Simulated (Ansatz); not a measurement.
Take GaSe (space group P6_3/mmc, No. 194; a = 3.7694 Å, c = 15.9642 Å; layered, stacked along the Cartesian z axis) as the base.

Calculations: DFT with PBE-D3(BJ), PAW potentials and a 420 eV plane-wave cutoff in Ansatz (a first-principles code), no spin-orbit coupling, earlier PAW set.

Base values:

Valley order: Γ 0.87 eV; M (1/2, 0, 0) 1.02 eV; K (1/3, 1/3, 0) 1.43 eV

Perturbation: 0.982 holes added to each cell, a density of 5.0×10^21 cm⁻³, with a uniform compensating background at fixed cell and a 300 K Fermi–Dirac width.

Problem. Predict the new valley order.

Solution. The valley order (the lowest conduction-band minima on the path, energy above the VBM, named in the base's zone) goes from Γ 0.87 eV; M (1/2, 0, 0) 1.02 eV; K (1/3, 1/3, 0) 1.43 eV to Γ 0.83 eV; M (1/2, 0, 0) 1.11 eV; K (1/3, 1/3, 0) 1.70 eV.

Problem. What does the calculation give for the Fermi level from band edge after the change?

Solution. The Fermi level relative to the doped band's edge (positive inside the band; to 0.05 eV) amounts to +1.05 eV.

Carriers are added with a uniform compensating background; total energy and stress of such cells depend on the potential's zero and are not compared; many-body gap narrowing is missing at this level. The levels and masses belong to the bands next to the band gap. Stability against distortions was not tested.
